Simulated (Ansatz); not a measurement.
Consider the following.

```
CELL_PARAMETERS angstrom
      3.15097     0.00000     0.00000
      0.00000     3.15097     0.00000
      1.57549    -1.57549     1.56159
ATOMIC_POSITIONS crystal
  W  0.00000 0.00000 0.00000
```

No spin polarisation.

Calculations: LDA (Ansatz, a first-principles code, PAW, no spin-orbit coupling). Γ-centred 29×29×29 mesh, Fermi–Dirac width 0.1 eV.

### Question
Predict the band gap.

### Answer
Zero.

### Question
What is the computed space group?

### Answer
I4/mmm (No. 139).

### Question
What is the computed pressure (mean of the normal stresses, compression positive)?

### Answer
-2.0 GPa.

The cells carry an imposed strain or load. Stability against distortions was not tested. All final runs are without spin polarisation. The cell was made from W in the bcc (W type) structure (space group Im-3m, No. 229) by this change: biaxial strain +0.50 %, plane normal [001], relaxed out of plane.
